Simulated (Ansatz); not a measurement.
Base system: WSi$_{2}$ (space group I4/mmm, No. 139; relaxed with 0.1 eV smearing).

```
CELL_PARAMETERS angstrom
     -1.59264     1.59264     3.88656
      1.59264    -1.59264     3.88656
      1.59264     1.59264    -3.88656
ATOMIC_POSITIONS crystal
  Si 0.66535 0.66535 0.00000
  Si 0.33465 0.33465 0.00000
  W  0.00000 0.00000 0.00000
```

Cartesian axes are those of the cell as printed.

Computed with Kohn–Sham DFT with the LDA functional, run in Ansatz (a quantum-chemistry and plane-wave program) with PAW and 420 eV plane waves, without spin-orbit coupling.

Before the change:

The pressure is 0.0 GPa. The shortest interatomic distance is 2.571 Å and the band gap is zero.

Perturbation: uniaxial strain ε_xx = +1.00 %, all other strain components held at zero, atoms relaxed at fixed cell.

Estimate the effect on the energy relative to the base, pressure, shortest interatomic distance and band gap.

The energy increases by 1.8 meV/atom; the pressure (mean of the normal stresses, compression positive) goes from zero to -2.2 GPa; the shortest interatomic distance hardly moves (2.571 Å against 2.569 Å); the band gap remains zero.

Stability against distortions was not tested. The final runs are not spin-polarised.
